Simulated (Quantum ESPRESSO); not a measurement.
## A series of runs on Cs2MgCl4 (Pnma, 28 atoms in the cell)

```
CELL_PARAMETERS angstrom
      9.83566     0.00000     0.00000
      0.00000     7.55908     0.00000
      0.00000     0.00000    13.31340
ATOMIC_POSITIONS crystal
  Cl 0.99450 0.25000 0.41080
  Cl 0.50550 0.75000 0.91080
  Cl 0.49450 0.25000 0.08920
  Cl 0.00550 0.75000 0.58920
  Cl 0.31940 0.00250 0.34510
  Cl 0.18060 0.99750 0.84510
  Cl 0.81940 0.49750 0.15490
  Cl 0.68060 0.50250 0.65490
  Cl 0.68060 0.99750 0.65490
  Cl 0.81940 0.00250 0.15490
  Cl 0.18060 0.50250 0.84510
  Cl 0.31940 0.49750 0.34510
  Mg 0.22870 0.25000 0.42300
  Mg 0.27130 0.75000 0.92300
  Mg 0.72870 0.25000 0.07700
  Mg 0.77130 0.75000 0.57700
  Cs 0.63850 0.25000 0.40490
  Cs 0.86150 0.75000 0.90490
  Cs 0.13850 0.25000 0.09510
  Cs 0.36150 0.75000 0.59510
  Cs 0.98190 0.25000 0.68220
  Cs 0.51810 0.75000 0.18220
  Cs 0.48190 0.25000 0.81780
  Cs 0.01810 0.75000 0.31780
  Cl 0.31420 0.25000 0.58560
  Cl 0.18580 0.75000 0.08560
  Cl 0.81420 0.25000 0.91440
  Cl 0.68580 0.75000 0.41440
```

Base run A: LDA (PZ), GBRV 1.5 ultrasoft (LDA) pseudopotentials in Quantum ESPRESSO, self-consistent single point.

Its settings: ecutwfc = 40 Ry; ecutrho = 200 Ry; occupations = smearing; smearing = fd; degauss = 0.0073499 Ry; potentials = {Cl: cl_lda_v1.4.uspp.F.UPF, Mg: mg_lda_v1.4.uspp.F.UPF, Cs: cs_lda_v1.uspp.F.UPF}; K_POINTS = automatic 2 2 1 0 0 0; conv_thr = 1e-08 Ry.

The starting cell comes from a database of published, mostly measured structures (it also holds non-ambient and calculated ones), without a prior relaxation at this level. Its lattice was rescaled by a random factor within 2.5 % of one.

ΔF is the free energy per atom less that of run A. 

| run | mixing_beta | ΔF (meV/atom) | pressure (GPa) | largest force (eV/Å) | gap on the mesh (eV) | iterations |
|---|---|---|---|---|---|---|
| A | default | 0.00 | -1.72 | 0.083 | 4.688 | 10 |
| B | 0.05 | 0.00 | -1.72 | 0.083 | 4.688 | 18 |
| C | 0.1 | 0.00 | -1.72 | 0.083 | 4.688 | 15 |
| D | 0.2 | 0.00 | -1.72 | 0.083 | 4.688 | 13 |
| E | 0.3 | 0.00 | -1.72 | 0.083 | 4.688 | 11 |
| F | 0.4 | 0.00 | -1.72 | 0.083 | 4.688 | 9 |
| G | 0.5 | 0.00 | -1.72 | 0.083 | 4.688 | 9 |
| H | 0.6 | 0.00 | -1.72 | 0.083 | 4.688 | 9 |
| I | 0.8 | 0.00 | -1.72 | 0.083 | 4.688 | 9 |

Runs B, C, D, E, F, G, H, I gave the same state as A (within 1 meV/atom). The fewest iterations to that state were 9 (F, G, H, I); the most were 18.
